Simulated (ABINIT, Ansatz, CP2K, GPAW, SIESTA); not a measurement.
**Code comparison for CsSnI3 (Pm-3m, 5 atoms in the cell)**

Band-structure calculation.

```xyz
5
Lattice="6.3363 0.0000 0.0000 0.0000 6.3363 0.0000 0.0000 0.0000 6.3363" Properties=species:S:1:pos:R:3 pbc="T T T"
Cs     0.0000     0.0000     0.0000
Sn     3.1682     3.1682     3.1682
I      3.1682     0.0000     3.1682
I      0.0000     3.1682     3.1682
I      3.1682     3.1682     0.0000
```

Shared settings, as Ansatz (a first-principles code) writes them: kpoints.mp_grid.grid = 3 3 3; scf.occupations.method = fermi_dirac; scf.occupations.width = 0.05 eV. Potentials and cutoffs stand in the table.

```json
[
 {"code": "SIESTA", "model": "GGA PBE, numerical atomic orbitals DZP, PseudoDojo PBE standard norm-conserving potentials (rewritten from UPF to PSML)", "gap along the path (eV)": "0.56", "smallest direct gap (eV)": "0.56", "cutoff": "grid 400 Ry"},
 {"code": "CP2K", "model": "PBE, GPW, TZVP-MOLOPT-SR-GTH basis, GTH-PBE potentials (GTH_POTENTIALS)", "gap along the path (eV)": "0.58", "smallest direct gap (eV)": "0.58", "cutoff": "grid 500 Ry"},
 {"code": "GPAW", "model": "PBE, GPAW PAW datasets PBE (gpaw-data 1.0.1)", "gap along the path (eV)": "0.58", "smallest direct gap (eV)": "0.58", "cutoff": "550 eV"},
 {"code": "ABINIT", "model": "PBE, PAW (JTH v2.0 PBE PAW)", "gap along the path (eV)": "0.58", "smallest direct gap (eV)": "0.58", "cutoff": "42 Ry"},
 {"code": "Ansatz", "model": "PBE, default PAW files", "gap along the path (eV)": "0.60", "smallest direct gap (eV)": "0.60", "cutoff": "default"}
]
```

On Ansatz's run: spin-orbit coupling is off.

The spread over the programs that give each value: gap along the path within 0.04 eV; smallest direct gap within 0.04 eV.

SIESTA and CP2K use small atom-centred bases, whose incompleteness enters pressures, forces and empty levels differently from a plane-wave cutoff.

The starting cell has typed, rounded lattice constants, without a prior relaxation at this level. Its lattice was rescaled by a random factor within 2.5 % of one.

Left out of this page: Quantum ESPRESSO and Elk (not drawn, or without a comparable value).

Keys are those of Ansatz 0.2.
